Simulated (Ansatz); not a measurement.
# Computed paths: O vacancy in monoclinic HfO2, charge state +2

Defect migration in monoclinic HfO2: O vacancy, charge state +2. The numbers are results of PBE, PAW (plane waves to 420 eV; Ansatz, a first-principles code), not measurements.

Settings: 96 host sites, the relaxed PBE lattice, the Γ point alone, smearing 0.01 eV, spin-restricted, no image-charge correction. No zero-point or tunnelling terms. Spin-orbit coupling is left out. The charge state is imposed; whether it is stable for some Fermi level was not computed. Forms of the defect that were not tried may lie lower.

Barriers: single points on a 2×2×2 k-point mesh shifted by half a step at the bands' geometries.

```json
[
 {"Route": "a nearby O atom hops onto the vacant site", "Start site over the lowest site run (eV)": "0.00", "Hop (Å)": "1.90", "Forward barrier (eV)": "0.70", "Backward barrier (eV)": "0.08", "Neighbours at the start": "Hf at 2.09, Hf at 2.15, Hf at 2.40, Hf at 2.42; O at 2.60, O at 2.65, O at 2.68 Å", "Neighbours at the saddle": "2 Hf at 1.98 Å", "Saddle order": "not checked", "Forward, on the band's own sampling (eV)": "0.68"},
 {"Route": "a nearby O atom hops onto the vacant site", "Start site over the lowest site run (eV)": "0.00", "Hop (Å)": "2.27", "Forward barrier (eV)": "0.80", "Backward barrier (eV)": "0.80", "Neighbours at the start": "Hf at 2.05, Hf at 2.11, Hf at 2.17; O at 2.61 Å", "Neighbours at the saddle": "2 Hf at 1.91 Å", "Saddle order": "not checked, on a symmetry element", "Forward, on the band's own sampling (eV)": "0.80"},
 {"Route": "a nearby O atom hops onto the vacant site", "Start site over the lowest site run (eV)": "0.00", "Hop (Å)": "2.49", "Forward barrier (eV)": "0.85", "Backward barrier (eV)": "0.85", "Neighbours at the start": "Hf at 2.08, Hf at 2.11, Hf at 2.12; O at 2.53, O at 2.57 Å", "Neighbours at the saddle": "Hf at 2.06, Hf at 2.25, Hf at 2.61; O at 2.65, 2 O at 2.66 Å", "Saddle order": "not checked", "Forward, on the band's own sampling (eV)": "0.87"},
 {"Route": "a nearby O atom hops onto the vacant site", "Start site over the lowest site run (eV)": "0.62", "Hop (Å)": "1.78", "Forward barrier (eV)": "0.30", "Backward barrier (eV)": "0.30", "Neighbours at the start": "Hf at 2.10, Hf at 2.15, Hf at 2.29, Hf at 2.68; O at 2.54, O at 2.72 Å", "Neighbours at the saddle": "2 Hf at 2.00 Å", "Saddle order": "not checked, on a symmetry element", "Forward, on the band's own sampling (eV)": "0.29"},
 {"Route": "a nearby O atom hops onto the vacant site", "Start site over the lowest site run (eV)": "0.00", "Hop (Å)": "2.61", "Forward barrier (eV)": "1.33", "Backward barrier (eV)": "1.33", "Neighbours at the start": "Hf at 2.05, Hf at 2.11, Hf at 2.18; O at 2.58, O at 2.63 Å", "Neighbours at the saddle": "Hf at 1.93 Å", "Saddle order": "not checked", "Forward, on the band's own sampling (eV)": "1.33"},
 {"Route": "a nearby O atom hops onto the vacant site", "Start site over the lowest site run (eV)": "0.62", "Hop (Å)": "2.41", "Forward barrier (eV)": "0.84", "Backward barrier (eV)": "0.84", "Neighbours at the start": "2 Hf at 2.15, Hf at 2.34, Hf at 2.36; O at 2.61, O at 2.63, O at 2.76, O at 2.80 Å", "Neighbours at the saddle": "Hf at 1.98, Hf at 1.99 Å", "Saddle order": "not checked", "Forward, on the band's own sampling (eV)": "0.83"}
]
```

Paths come from CI-NEB runs. Of the routes that converged and passed our checks, the lowest saddle point lies 0.70 eV above the lowest of the sites run (a nearby O atom hops onto the vacant site); other sites, such as split forms, and other routes may lie lower. A band can be held on a symmetry element, so unchecked saddle points there may be too high.
